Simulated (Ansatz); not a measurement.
SiC3 (model structure, P-4m2, No. 115, 4 atoms in the cell), treated with HSE06 (Ansatz, a first-principles code, plane waves, PAW).

Numerical settings: plane-wave cutoff 460 eV, 10×10×6 k mesh (along the axes of the cell as run), Fermi–Dirac smearing 0.01 eV, scalar-relativistic PAW data made under PBE.

The cell is the one relaxed with PBEsol. Conventional cell: a = 2.7830 Å, b = 2.7830 Å, c = 4.0969 Å, α = 90.00°, β = 90.00°, γ = 90.00°.

```
CELL_PARAMETERS angstrom
      2.78302     0.00000     0.00000
      0.00000     2.78302     0.00000
      0.00000     0.00000     4.09694
ATOMIC_POSITIONS crystal
  C  0.00000 0.00000 0.00000
  C  0.00000 0.50000 0.78940
  Si 0.50000 0.50000 0.50000
  C  0.50000 0.00000 0.21060
```

Question: List the 10 lowest band energies at Γ above −25 eV (eV, relative to the valence band maximum), grouping those that round alike.

Answer: At Γ: -20.72, -13.50, -12.01, -6.03 (×2), -0.71, 0.00 (×2), 2.79, 3.96.

Note: the run warned that its exchange threshold was loose for the stress; the relaxation could raise the start's symmetry but not lower it, so the cell can be a saddle point; cell and atoms aren't relaxed at this level (largest force component 0.19 eV/Å, pressure -1.7 GPa).

A model structure was made by putting elements into a prototype or built by hand; it is no filed structure, need not be a known phase, and can be a saddle point held by its symmetry.
